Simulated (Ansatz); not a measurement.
```json
{
 "surface": "single layer of SnS (symmetry Pmn2_1 as a slab, 4 atoms a cell)",
 "Vacuum level minus Kohn-Sham valence edge": "4.67 eV",
 "Vacuum level minus Kohn-Sham conduction edge": "3.13 eV",
 "gap_of_the_slab_on_its_mesh": "1.54 eV",
 "Apparent barrier, filled states, bias minus 1.2 V": "6.0 eV (κ = 1.25 1/Å)",
 "Apparent barrier, filled states, bias minus 1.8 V": "6.2 eV (κ = 1.28 1/Å)",
 "Apparent barrier, empty states, bias plus 1.2 V": "2.7 eV (κ = 0.84 1/Å)",
 "Apparent barrier, empty states, bias plus 1.8 V": "2.7 eV (κ = 0.85 1/Å)"
}
```

These are PBE, Tersoff-Hamann images (plane waves, PAW; Ansatz, a quantum-chemistry and plane-wave program) values and carry that method's errors.

The apparent barrier is ħ²κ²/2m, with κ from the fall of the mean window density between 3.5 and 5 Å; states of large in-plane momentum fall faster than their energy alone says. Mesh 14×12×1, no spin-orbit coupling, no spin polarisation; biases count from the run's Fermi level.
